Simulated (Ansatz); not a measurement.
Given:

```
CELL_PARAMETERS angstrom
      0.00000     1.78373     1.78373
      1.78373     0.00000     1.78373
      1.78373     1.78373     0.00000
ATOMIC_POSITIONS crystal
  B  0.00000 0.00000 0.00000
  N  0.25000 0.25000 0.25000
```

No spin polarisation.

Method: LDA/PAW in Ansatz (a quantum-chemistry and plane-wave program), without spin-orbit coupling. Settings: 16×16×16 k-points, 0.05 eV Fermi–Dirac smearing.

**Question.** Predict the gap character and electron mass.

**Answer.** 
- Gap character: indirect, Γ → X
- Electron mass: 0.89 mₑ along k, 0.30 mₑ across (at X)

Load acts through the strain it causes; cell and atoms are relaxed under it. Effective masses come from finite differences of ±0.01 Å⁻¹. Along k means along the line from Γ to the band edge. Stability against distortions was not tested. The cell was made from BN in the zinc blende structure (space group F-43m, No. 216) by this change: pressure 4.5 GPa.
